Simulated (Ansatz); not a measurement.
Data:

```
CELL_PARAMETERS angstrom
      3.17500     0.00000     0.00000
      0.00000     3.17500     0.00000
      1.58750    -1.58750     2.27757
ATOMIC_POSITIONS crystal
  P  0.25000 0.25000 0.50000
  B  0.00000 0.00000 0.00000
```

No spin polarisation.

All numbers come from r2SCAN/PAW in Ansatz (a program for electronic structure), no spin-orbit coupling, earlier PAW set. k-mesh 12×12×12 (Γ-centred); smearing 0.05 eV (Fermi–Dirac).

**Question.** Predict the electron mass and band gap.

**Answer.** The electron mass is 1.3 mₑ along k, 0.22 mₑ across (off the special points). The band gap comes out as 1.27 eV.

The cells carry an imposed strain or load. Effective masses come from finite differences of ±0.01 Å⁻¹. Along k means along the line from Γ to the band edge. Whether these cells are dynamically stable was not tested. The cell was made from BP in the zinc blende structure (space group F-43m, No. 216) by this change: biaxial strain −1.02 %, plane normal [001], relaxed out of plane.
